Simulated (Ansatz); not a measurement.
MoPd (model structure, Cmcm, No. 63, 4 atoms in the cell), treated with r²SCAN (PAW; Ansatz, a quantum-chemistry and plane-wave program).

Numerical settings: plane-wave cutoff 560 eV, 18×18×14 k mesh (along the axes of the cell as run), Fermi–Dirac smearing 0.05 eV, no spin polarisation, scalar-relativistic PAW data made under PBE.

Cell (relaxed at this level):

MoPd is modelled in the orthorhombic space group Cmcm (No. 63), Pearson symbol oS8. Cell: a = 2.6365 Å, b = 10.5915 Å, c = 4.3251 Å, α = β = γ = 90.00°. Mo on 4c has 2 Mo at 2.636 Å and 4 Mo at 2.990 Å and 7 Pd at 2.714–2.899 Å. Pd on 4c sees 4 Pd at 2.609–2.636 Å and 7 Mo at 2.714–2.899 Å. (Neighbours: up to the widest gap in distance over summed covalent radii, below 1.35, at either atom.)
(The calculation used a cell of 4 atoms; values per cell refer to that cell.)

Problem. Estimate the bulk modulus B0 that the calculation returns.

Solution. 
- bulk modulus B0 = 242 GPa

Note: the run has no spin polarisation, so it can have missed a magnetic state; the bulk modulus is −V dP/dV from two relaxed cells at ±2 % in volume; the relaxation could raise the start's symmetry but not lower it, so the cell can be a saddle point.

Static lattice: no zero-point or thermal effects.

A model structure was made by putting elements into a prototype or built by hand; it is no filed structure, need not be a known phase, and can be a saddle point held by its symmetry.
